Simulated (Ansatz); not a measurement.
Consider interstitial O in fcc Cu, neutral cell. The step: O moves alone to another site; the atom moves 1.58 Å along (-0.25, -0.25, -0.25) of the unit cell; the moving atom starts with neighbours 6 Cu at 1.99 Å and ends with 4 Cu at 1.85 Å. A PBE band in Ansatz (plane-wave PAW, a 3×3×3 k-point mesh shifted by half a step, 32 host sites, 17 SCF runs with any check of the saddle's order, static, no finite-size correction) gives a forward barrier of 0.44 eV. The saddle point's order was not checked, and it lies on a symmetry element of the cell, where a band can be held. Sites that were not tried may lie lower.

Single points at the band's start and saddle point can refine it. Rough cost of one point, in units of the band's mean SCF on the same machine:

```json
[
 {"Level": "PBE, a 5×5×5 k-point mesh shifted by half a step", "Cost of one point": "about 5"},
 {"Level": "r2SCAN at 500 eV, a 3×3×3 k-point mesh shifted by half a step", "Cost of one point": "about 3"}
]
```

### Question
Which of these move the barrier by more than 0.1 eV, and how far does each move it?

### Answer
Not one does. PBE, a 5×5×5 k-point mesh shifted by half a step: +0.03 eV; r2SCAN at 500 eV, a 3×3×3 k-point mesh shifted by half a step: -0.01 eV. Each functional is compared with PBE at the same k-points.

Ansatz is a program for electronic structure.
